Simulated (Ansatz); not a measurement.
An Ansatz (a quantum-chemistry and plane-wave program) input for bcc Mo (0 0 1) on cuprite (0 0 1) (film strained to the substrate, started from cuts of the bulks and a machine-learned relaxation; slabs O8Cu14 and Mo12, which can lie off the formulas):

Ansatz 0.2 input:
```yaml
crystal:
  lattice:
    - [4.298646, 0.0, 0.036111199]
    - [0.0, 4.298646, 0.016924633]
    - [1.303967545, -2.042274866, 26.234180925]
  atoms:
    - { symbol: O, position: [0.970187387, 0.052971337, 0.113410262] }
    - { symbol: O, position: [0.560498487, 0.453427913, 0.032786045] }
    - { symbol: Cu, position: [0.266402249, 0.26534758, 0.076682268] }
    - { symbol: Cu, position: [0.755829749, 0.752645349, 0.076611482] }
    - { symbol: O, position: [0.929171171, 0.13507358, 0.274862479] }
    - { symbol: O, position: [0.454292202, 0.601662707, 0.194067605] }
    - { symbol: Cu, position: [0.192269961, 0.370521563, 0.234987966] }
    - { symbol: Cu, position: [0.689578704, 0.867081024, 0.235138658] }
    - { symbol: Cu, position: [0.709709247, 0.330851751, 0.152512383] }
    - { symbol: Cu, position: [0.215661231, 0.818900932, 0.152281293] }
    - { symbol: O, position: [0.884024183, 0.215196983, 0.437269256] }
    - { symbol: O, position: [0.410686283, 0.681130203, 0.355723226] }
    - { symbol: Cu, position: [0.150803588, 0.452222888, 0.397671832] }
    - { symbol: Cu, position: [0.645268026, 0.945100176, 0.397145041] }
    - { symbol: Cu, position: [0.668642876, 0.409451845, 0.314819875] }
    - { symbol: Cu, position: [0.171693474, 0.90563056, 0.314695021] }
    - { symbol: O, position: [0.793691686, 0.220930522, 0.590110582] }
    - { symbol: O, position: [0.30794382, 0.703681988, 0.51626166] }
    - { symbol: Cu, position: [0.084767214, 0.513916378, 0.5693975] }
    - { symbol: Cu, position: [0.496191907, -0.072283757, 0.570520582] }
    - { symbol: Cu, position: [0.587847612, 0.475627415, 0.472310853] }
    - { symbol: Cu, position: [0.116214502, 0.946669976, 0.472077005] }
    - { symbol: Mo, position: [0.443061521, 0.071051054, 0.715787253] }
    - { symbol: Mo, position: [0.940797172, 0.566901591, 0.715664338] }
    - { symbol: Mo, position: [0.465951444, 0.547729817, 0.655166116] }
    - { symbol: Mo, position: [0.978341483, 1.032451725, 0.650833743] }
    - { symbol: Mo, position: [0.379580251, 0.123698903, 0.843256508] }
    - { symbol: Mo, position: [0.878525197, 0.622105149, 0.843300854] }
    - { symbol: Mo, position: [0.40685492, 0.598232553, 0.781098574] }
    - { symbol: Mo, position: [0.908279385, 0.096455869, 0.780193088] }
    - { symbol: Mo, position: [0.347244154, 0.190269504, 0.9699466] }
    - { symbol: Mo, position: [0.811989491, 0.654885163, 0.970553599] }
    - { symbol: Mo, position: [0.349362978, 0.651647457, 0.9085963] }
    - { symbol: Mo, position: [0.855224968, 0.145635101, 0.907904658] }
basis:
  ecutwfc: 420
  ecutrho_ratio: 4
  xc_grid: 2
kpoints:
  mp_grid: { grid: [7, 7, 1] }
hamiltonian:
  xc: pbe
  dispersion: none
  pseudopotentials: { kind: paw }
scf:
  n_extra_bands: 59
  occupations: { method: fermi_dirac, width: 0.05 }
output:
  forces: true
  stress: true
  eigenstates:
    kpoints:
      - [0, 0, 0]
      - [0.5, 0, 0]
      - [0, 0.5, 0]
      - [0.5, 0.5, 0]
    e_range: [-3.5, 3.5]
    localisation: true
relax:
  f_tol: 0.04
  max_steps: 70
  cell: { fix: [a, b, gamma], stress_tol: 0.3 }
```

Level of theory: PBE (plane waves to 420 eV, PAW; Ansatz). Scalar-relativistic, without spin–orbit coupling; the runs are not spin-polarised. Its k-point mesh 7×7×1, Fermi–Dirac width 0.05 eV.

Problem. What does the end of the output print (band table and long remarks left out, numbers rounded to eight decimals)?

Solution. 
```
SCF converged after 6 iterations
Free energy (F): -156750.652701 eV
Harris-Foulkes:  -156750.652701 eV  (|F-HF|=8.59e-9)
Internal energy: -156750.571575 eV  (E = F + TS)
E sigma→0 (E₀):  -156750.612138 eV
Entropy (-TS):   -0.081127 eV (-2.386 meV/atom)
Fermi energy:    14.658537 eV
--- Per-component energies (eV) ---
  E_band       = -7113.905031
  E_kinetic    = 10879.422570
  E_local      = -93290.453265  (includes V_loc(G=0)·N_el)
  E_nonlocal   = 7634.745010
  E_hartree    = 40588.744335
  E_xc         = -4020.365818
  E_vxc        = -5085.020545  (∫ρ·V_xc dr)
  E_paw        = -63011.995056  (= ΣΔE_a)
  E_vpaw       = -8430.095270  (= ΣTr[D̂ρ^β])
  E_aug_tail   = 0.022870  (compensation charges beyond the density's cutoff)
  E_ewald      = -55530.692221
  E_smearing   = -0.081127  (= −TS)
  E_closure    = 0.000000  (closes the sum)
  Σ components = -156750.652701   (vs F -156750.652701, Δ=0.00e0)
--- Forces (eV/Å), atoms counted from 1 ---
  atom   1  O     -0.00489464    -0.00559232     0.01261213
  atom   2  O      0.01281145     0.01611183     0.02105769
  atom   3  Cu     0.01774876     0.01075204     0.01448007
  atom   4  Cu    -0.01679069    -0.02275545     0.00226590
  atom   5  O     -0.00242764     0.00060182     0.01139382
  atom   6  O      0.00189693    -0.00073819     0.01727818
  atom   7  Cu     0.00331201     0.00135867    -0.00669635
  atom   8  Cu    -0.00453766    -0.00683335    -0.00752988
  atom   9  Cu     0.00219975    -0.00589008    -0.02283819
  atom  10  Cu    -0.00382813     0.00174733    -0.02257483
  atom  11  O      0.00230682     0.00245882     0.00200179
  atom  12  O     -0.00470104    -0.00469312    -0.00987955
  atom  13  Cu    -0.00618480    -0.00567318    -0.00236367
  atom  14  Cu     0.00119400     0.00060031     0.00210657
  atom  15  Cu    -0.00135902    -0.00166614     0.00214952
  atom  16  Cu     0.00025858    -0.00331424     0.00215652
  atom  17  O      0.01785195     0.01960331     0.00993505
  atom  18  O      0.00038749     0.00273462    -0.01309517
  atom  19  Cu    -0.01210589    -0.01024473    -0.00312860
  atom  20  Cu    -0.02109748    -0.01916714    -0.00608135
  atom  21  Cu    -0.00454369    -0.00611555    -0.00305745
  atom  22  Cu    -0.00738426    -0.00306197    -0.00244103
  atom  23  Mo     0.00809093     0.00986618     0.00253738
  atom  24  Mo    -0.00654619    -0.01449858    -0.00440628
  atom  25  Mo    -0.00698058     0.02555014     0.01726746
  atom  26  Mo     0.02758791     0.00408174     0.01857977
  atom  27  Mo     0.00181076     0.00872736     0.02164524
  atom  28  Mo     0.01026275     0.00410105     0.02124702
  atom  29  Mo     0.00252501    -0.00839924    -0.01183204
  atom  30  Mo    -0.00519382     0.00308399    -0.01272756
  atom  31  Mo    -0.00639537    -0.00354199     0.01362476
  atom  32  Mo     0.00535041     0.00088752    -0.01320855
  atom  33  Mo    -0.00442177     0.01110631    -0.02224750
  atom  34  Mo     0.00379761    -0.00118843    -0.02822427
  max |Σ_I F_I| component: 6.60e-6 eV/Å
--- Stress (GPa, compression-positive) ---
        4.286471       0.294246       0.107741
        0.294246       4.276186       0.018638
        0.107740       0.018638       0.039590
  P = ⅓ Tr σ = 2.8674 GPa (28.674 kbar)
--- Relaxed structure (6 steps of the walk, 5 accepted, 1 SCFs on fresh bases) ---
  F+E_penalty+E_count = -156750.65270143 eV   max|allowed force component| = 2.822e-2 eV/Å   (the final SCF, on the basis selected at the relaxed cell)
  cell:  # Å, volume = 480.7221 Å³
    - [4.29821102, -0.00010431, 0.07101766]
    - [0.00010165, 4.29867038, 0.00876773]
    - [1.51855758, -2.09126679, 26.03872220]
  atoms:
    - { symbol: O, position: [0.99208158, 0.04308305, 0.10859070] }
    - { symbol: O, position: [0.56033745, 0.47030165, 0.02437606] }
    - { symbol: Cu, position: [0.28237653, 0.27847472, 0.07075767] }
    - { symbol: Cu, position: [0.75192579, 0.74938494, 0.07166065] }
    - { symbol: O, position: [0.92605139, 0.12864025, 0.27412136] }
    - { symbol: O, position: [0.46219219, 0.59020622, 0.19154938] }
    - { symbol: Cu, position: [0.19470112, 0.36117813, 0.23338131] }
    - { symbol: Cu, position: [0.69253983, 0.85905721, 0.23333499] }
    - { symbol: Cu, position: [0.72626729, 0.31752602, 0.14982799] }
    - { symbol: Cu, position: [0.22967845, 0.81403610, 0.14943183] }
    - { symbol: O, position: [0.85551247, 0.20529248, 0.43975579] }
    - { symbol: O, position: [0.39041329, 0.66932079, 0.35668420] }
    - { symbol: Cu, position: [0.12469074, 0.43956102, 0.39897595] }
    - { symbol: Cu, position: [0.62084975, 0.93588704, 0.39890792] }
    - { symbol: Cu, position: [0.65823005, 0.39952102, 0.31549214] }
    - { symbol: Cu, position: [0.15853623, 0.89919401, 0.31552725] }
    - { symbol: O, position: [0.76284855, 0.26210079, 0.60143060] }
    - { symbol: O, position: [0.30154157, 0.72660631, 0.52112427] }
    - { symbol: Cu, position: [0.05916376, 0.53247440, 0.57359944] }
    - { symbol: Cu, position: [0.48552949, -0.03829539, 0.57606331] }
    - { symbol: Cu, position: [0.57476267, 0.47326906, 0.47871182] }
    - { symbol: Cu, position: [0.08757296, 0.96046212, 0.47867787] }
    - { symbol: Mo, position: [0.45404848, 0.06136505, 0.71717452] }
    - { symbol: Mo, position: [0.95340651, 0.56098618, 0.71742876] }
    - { symbol: Mo, position: [0.48305561, 0.53298564, 0.65627470] }
    - { symbol: Mo, position: [0.98247229, 1.03306179, 0.65631735] }
    - { symbol: Mo, position: [0.39772106, 0.12015802, 0.84134735] }
    - { symbol: Mo, position: [0.89731314, 0.61997529, 0.84135177] }
    - { symbol: Mo, position: [0.42417338, 0.59207504, 0.78055355] }
    - { symbol: Mo, position: [0.92560921, 0.09065943, 0.78054159] }
    - { symbol: Mo, position: [0.34389188, 0.18602813, 0.96444930] }
    - { symbol: Mo, position: [0.82989165, 0.67144878, 0.96582171] }
    - { symbol: Mo, position: [0.36862628, 0.65048064, 0.90507743] }
    - { symbol: Mo, position: [0.86857589, 0.15031689, 0.90532397] }
```

Cost: very roughly 60 core-minutes.
